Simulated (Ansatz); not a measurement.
**Effect of uniaxial strain ε_xx = +3.00 % on Zr**

The parent structure is Zr in the hcp (Mg type) structure (space group P6_3/mmc, No. 194; a = 3.182 Å, c = 5.124 Å; relaxed with 0.1 eV smearing). Axes: x lies along a and z along c of the hexagonal cell.

One thing is altered: uniaxial strain ε_xx = +3.00 %, all other strain components held at zero; the atoms relax in the strained cell.

Calculations: PBEsol, PAW, 420 eV (Ansatz, an electronic-structure program; spin-orbit coupling left out). Γ-centred 21×21×11 mesh, Fermi–Dirac width 0.1 eV.

The volume per atom grows by 0.67 Å³, from 22.47 Å³ to 23.14 Å³ and the space group goes from P6_3/mmc (No. 194) to Cmcm (No. 63). The shortest interatomic distance grows by 0.0049 Å to 3.157 Å and the energy increases by 8.2 meV/atom. The pressure (mean of the normal stresses, compression positive) goes from zero to -2.7 GPa and the band gap remains zero. The largest internal atomic displacement comes out as 0.035 Å and the stress (xx, yy, zz, yz, xz, xy; compression positive) is (-3.8, -2.2, -2.2, 0.0, 0.0, 0.0) GPa.

Final structure:

```xyz
2
Lattice="3.2780 0.0000 0.0000 -1.6390 2.7561 0.0000 0.0000 0.0000 5.1235" Properties=species:S:1:pos:R:3 pbc="T T T"
Zr     1.6390     0.9536     3.8426
Zr     0.0000     1.8026     1.2809
```

Whether these cells are dynamically stable was not tested. All final runs are without spin polarisation.
